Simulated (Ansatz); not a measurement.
## Convergence study of shifted k-point meshes for Sb₂Os (Pm, 6 atoms in the cell)

```xyz
6
Lattice="5.9475 0.0000 0.0000 0.0000 6.7033 0.0000 0.0000 0.0000 3.2334" Properties=species:S:1:pos:R:3 pbc="T T T"
Sb     1.9421     5.7548     1.6167
Sb     4.0554     0.9485     1.6167
Sb     4.8659     4.3002     0.0000
Sb     1.0816     2.4031     0.0000
Os     2.9737     3.3517     1.6167
Os     0.0000     0.0000     0.0000
```

Level of theory: LDA (PW92), default PAW files made with PBE (plane waves; Ansatz, an electronic-structure program).

Base settings: basis.ecutwfc = 420 eV; kpoints.mp_grid.grid = 3 3 7; hamiltonian.xc = lda; hamiltonian.pseudopotentials = {kind: paw} (the program's default PAW files); scf.occupations.method = fermi_dirac; scf.occupations.width = 0.05 eV.

In this ladder: kpoints.mp_grid.shift = 0.5 0.5 0.5.

Only quantities that move along the ladder and can be compared are tabulated.

The count of work is k-points × plane waves × bands × iterations; it is no time. Core times come from one kind of shared machine, to one figure; runs under 30 s give none.

The starting cell comes from a database of computed structures (which also holds hypothetical and non-ambient phases and stackings), without a prior relaxation at this level. Its lattice was rescaled by up to half a per cent. One atom was moved a little off its site on purpose. In the base run, with a pressure of about -4 GPa the cell is away from its equilibrium volume at this level. Ansatz's pressure includes its estimate of the finite-basis (Pulay) stress.

Steps (kpoints.mp_grid.grid): 1 1 2; 2 1 2; 2 2 3; 2 2 4; 3 2 4; 3 3 5; 3 3 6; 4 3 7; 4 4 7; 5 4 8; 5 5 9; 6 5 10; 6 5 11; 7 6 12; 7 7 13; 8 7 15; 9 8 16; 11 10 20; 12 11 22.

Task: What is the coarsest kpoints.mp_grid.grid that holds the free energy within 1 meV/atom of the last step, with all finer ones?

Result: 4 3 7, at 0.025 of the last step's count of work; the step before is off by 1.5 meV/atom.

Task: What is the coarsest kpoints.mp_grid.grid that holds the forces within 0.02 eV/Å of the last step, with all finer ones?

Result: 3 3 5, at 0.015 of the last step's count of work; the step before is off by 0.036 eV/Å.

Task: What is the coarsest kpoints.mp_grid.grid that holds the pressure within 0.1 GPa of the last step, with all finer ones?

Result: 3 3 5, at 0.015 of the last step's count of work; the step before is off by 0.11 GPa.

```csv
kpoints.mp_grid.grid,free energy less the last step's (meV/atom),pressure (GPa),largest difference of a force vector from the last step's (eV/Å),count of work / last,core time / last (rough)
1 1 2,651.35,-3.54,0.451,0.0012,–
2 1 2,295.21,-3.39,0.664,0.0010,–
2 2 3,35.75,-4.20,0.095,0.0041,–
2 2 4,-15.76,-4.09,0.053,0.0041,–
3 2 4,-10.30,-3.81,0.036,0.0062,–
3 3 5,-2.50,-3.93,0.012,0.015,–
3 3 6,-1.52,-3.94,0.010,0.015,–
4 3 7,-0.90,-3.93,0.005,0.025,–
4 4 7,-0.05,-3.93,0.002,0.033,–
5 4 8,0.01,-3.92,0.002,0.041,–
5 5 9,0.16,-3.92,0.001,0.067,0.08
6 5 10,0.04,-3.92,0.000,0.077,0.09
6 5 11,0.04,-3.92,0.001,0.093,0.1
7 6 12,-0.02,-3.92,0.000,0.13,0.2
7 7 13,0.00,-3.92,0.000,0.18,0.2
8 7 15,0.00,-3.92,0.000,0.23,0.3
9 8 16,0.00,-3.92,0.000,0.30,0.4
11 10 20,0.00,-3.92,0.000,0.57,0.7
12 11 22,0.00,-3.92,0.000,1.0,1
```

Keys are those of Ansatz 0.2.
